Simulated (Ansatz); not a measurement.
Consider a (10,0) arsenic nanotube.

Level of theory: PBE (plane waves to 420 eV, PAW; Ansatz, a quantum-chemistry and plane-wave program). Mesh 1×1×6. No spin polarisation. One-dimensional cell, images about 11 Å apart. A hypothetical model, rolled from the flat sheet. Symmetry and one short period hold its shape; lower forms weren't sought. Values not marked SOC lack spin–orbit coupling. Buckling under compression is shut out by symmetry and the short period.

Question: What do the calculations give?

Answer: 
| Item | Result |
|---|---|
| period along the axis (40 atoms) | 6.230 Å |
| mean diameter | 11.74 Å |
| radii of the innermost and outermost atoms | 5.17 and 6.57 Å |
| energy over the flat sheet | +52 meV/atom |
| PBE gap | 1.68 eV, indirect, from Γ to k = 0.396 × 2π/c |
| electron mass along the axis (PBE) | 0.65 mₑ |
| hole mass along the axis (PBE) | 0.46 mₑ |
| valence and conduction edges under the vacuum level (PBE) | 5.29 and 3.60 eV |
| axial stiffness dF/dε | 172 nN |
